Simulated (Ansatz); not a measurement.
The starting structures come from a database of crystals and need not be the phases stable at ambient conditions.

 Where the default PAW files enter, the runs use the earlier of Ansatz's two default sets.

The decay constant κ of evanescent states in the gap governs leakage through a thin film.

```yaml
crystal:
  lattice:
    - [3.90544, 0.00000, 0.00000]
    - [-1.95272, 5.45973, 0.00000]
    - [0.00000, 0.00000, 12.92618]
  atoms:
    - { symbol: Si, position: [0.75727, 0.51454, 0.94511] }
    - { symbol: Si, position: [0.24273, 0.48546, 0.05489] }
    - { symbol: Si, position: [0.24273, 0.48546, 0.44511] }
    - { symbol: Si, position: [0.75727, 0.51454, 0.55489] }
    - { symbol: Si, position: [0.42869, 0.85738, 0.15727] }
    - { symbol: Si, position: [0.57131, 0.14262, 0.84273] }
    - { symbol: Si, position: [0.57131, 0.14262, 0.65727] }
    - { symbol: Si, position: [0.42869, 0.85738, 0.34273] }
    - { symbol: Si, position: [0.97127, 0.94254, 0.90937] }
    - { symbol: Si, position: [0.02873, 0.05746, 0.09063] }
    - { symbol: Si, position: [0.02873, 0.05746, 0.40937] }
    - { symbol: Si, position: [0.97127, 0.94254, 0.59063] }
```

Space group of this cell: Cmcm. The cell is strained (all lengths scaled by 1.02); by r2SCAN its mean pressure is -4.5 GPa.

Transport runs along the normal of the first two printed cell vectors.

No gap correction and no spin-orbit coupling; mid-gap values are interpolated between computed energies.

**Question.** Give the band gap and the smallest decay constant κ at mid-gap that Ansatz (a program for electronic structure) with r2SCAN yields.

**Answer.** Gap 0.75 eV on a 8×8×4 mesh; κ = 0.155 1/Å, at the zone centre.
